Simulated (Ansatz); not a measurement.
Take Al3V (space group I4/mmm, No. 139; a cell from a computed database, its experimental status unchecked; relaxed with 0.1 eV smearing) as the base.

```
Al3V
1.0
   -1.86947     1.86947     4.12342
    1.86947    -1.86947     4.12342
    1.86947     1.86947    -4.12342
Al V
3 1
Cartesian
  0.00000   0.00000   4.12342
  0.00000   1.86947   2.06171
  1.86947   0.00000   2.06171
  0.00000   0.00000   0.00000
```

Cartesian axes are those of the cell as printed.

All numbers come from PBEsol (Ansatz, a program for electronic structure; PAW; 420 eV plane waves; no SOC).

Now apply this change: the cell is compressed by 1.25 % along y with no lateral relaxation, atoms relaxed at fixed cell.

**Question.** Predict the stress tensor and what it implies for the stiffness.

**Answer.** Stress of the strained cell less that of the base (GPa, compression positive):
```
    1.3     0.0     0.0
    0.0     3.0     0.0
    0.0     0.0     0.7
```

Then −Δσ_ii/ε with ε = -0.0125 gives secant stiffness values (nonlinear terms included at this strain): C22 ≈ 240 GPa, C12 ≈ 107 GPa and C23 ≈ 52 GPa.

Stability against distortions was not tested. The final runs are not spin-polarised.
